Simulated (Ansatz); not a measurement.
A constructed model of the (0001) surface of hcp Os, a layer of Rh in place of the second plane (bottom of the slab: a bare face, its two planes held)

Calculation: PBE (plane waves to 420 eV, PAW; Ansatz, a first-principles code).

Set-up: 6 atoms, 10.8 Å thick at the start; mesh 16x16x1; 0.1 eV smearing; dipole correction on; 2 atoms held, the rest relaxed; start symmetry kept, larger cells not searched; no spin, no spin-orbit, no U. It is one candidate, not shown to be the stable structure of the face.

```json
{
 "work_function_of_the_top_face": "5.56 eV",
 "energy_released_by_relaxation": "0.015 eV",
 "cost": "around 2.0 core-minutes (rough)"
}
```
